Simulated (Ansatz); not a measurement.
Pressure series in Ba2TaBiO6

Consider Ba2TaBiO6 (space group R-3, No. 148; a = 6.0721 Å, c = 14.5888 Å (hexagonal axes); a cell from a computed database, its experimental status unchecked).

Cell and atoms are relaxed at each pressure.

The values are results of Ansatz (a program for electronic structure) PBEsol, spin-orbit coupling left out, not measurements.

```
pressure (GPa)  volume per atom (Å³/atom)
--------------  -------------------------
-2                                 15.770
-1                                 15.646
0                                  15.528
0.7                                     ?
1.5                                15.358
3                                  15.198
5                                  14.998
7.5                                14.764
10                                 14.548
```

Fit the third-order Birch–Murnaghan form P(V) = (3B₀/2)[(V₀/V)^(7/3) − (V₀/V)^(5/3)]·[1 + (3/4)(B₀′ − 4)((V₀/V)^(2/3) − 1)] (squares taken in P) to the rows shown and predict the withheld row.

Least squares on the printed values gives V₀ = 15.528 Å³/atom, B₀ = 134 GPa, B₀′ = 4.2; this predicts 15.448 Å³/atom, and the run gives 15.447 Å³/atom, in agreement.

Load acts through the strain it causes; cell and atoms are relaxed under it. Whether these cells are dynamically stable was not tested. Competing high-pressure phases were not computed.
